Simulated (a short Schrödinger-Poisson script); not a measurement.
## MOS inversion layer, SiO2 on p-type Si(100)

Stack: MOS inversion layer, SiO2 on p-type Si(100), at 300 K.

```csv
layer,material,thickness (nm),Na (cm⁻³)
1,SiO2,2.5,-
2,Si,1700,6.3e16
```

The device is made up for the run: typed textbook-type constants, with dimensions and the other settings drawn at random. SiO2: permittivity 3.9, conduction-band edge (eV) 3.15, gap (eV) 9, electron mass (mₑ) 0.5. Si: permittivity 11.7, conduction-band edge (eV) 0, gap (eV) 1.124, Nv at 300 K (cm⁻³) 3.1e19.

Channel valleys (confinement mass, in-plane density-of-states mass, number): Δ2 0.916, 0.19, 2; Δ4 0.19, 0.417, 4. At the gate the conduction-band edge of layer 1 lies 3.35 eV − eVg above the Fermi level of the channel; the field vanishes at the back. Gaps are held at their typed values at every temperature. Mesh 0.03 nm at interfaces.

From a short Schrödinger-Poisson script (our own, NumPy): 1D Poisson equation in equilibrium, electrons quantum, Hartree (BenDaniel-Duke, 12 states a valley, the channel's in-plane mass for all, wave functions free to enter the dielectric), parabolic valleys, classical holes, full ionisation, no traps, pinning or gate leakage.

```csv
Vg (V),electrons (cm⁻²),C (μF/cm²),Δ2 E0 (meV),Δ2 E1 (meV),Δ4 E0 (meV),Δ4 E1 (meV)
-0.1,1.62e6,0.0903,415.8,444.0,438.6,485.5
0,5.33e7,0.0843,324.1,353.9,348.1,397.7
0.1,1.79e9,0.0882,232.0,263.3,257.1,309.2
0.2,4.84e10,0.279,145.4,178.4,171.8,226.4
0.3,3.48e11,0.726,91.8,128.5,121.1,179.1
0.4,8.63e11,0.920,65.1,106.8,98.2,159.9
0.5,1.46e12,1.01,48.3,94.9,85.2,150.2
0.6,2.11e12,1.06,36.0,87.3,76.4,144.4
0.7,2.78e12,1.09,26.2,81.8,69.8,140.5
0.8,3.47e12,1.12,18.0,77.7,64.6,137.7
0.9,4.17e12,1.14,10.8,74.4,60.3,135.6
1,4.88e12,1.15,4.4,71.7,56.6,133.9
1.1,5.61e12,1.16,-1.4,69.4,53.3,132.5
1.2,6.33e12,1.17,-6.7,67.5,50.4,131.4
1.3,7.07e12,1.18,-11.7,65.8,47.7,130.5
1.4,7.81e12,1.19,-16.3,64.3,45.2,129.6
1.5,8.55e12,1.19,-20.8,63.0,42.9,128.9
1.6,9.30e12,1.20,-25.0,61.8,40.7,128.3
1.7,1.00e13,1.20,-29.1,60.7,38.7,127.8
1.8,1.08e13,1.21,-33.0,59.7,36.7,127.3
```

Gate voltages with under 1e6 electrons/cm² are left out.

Subbands count from the Fermi level.
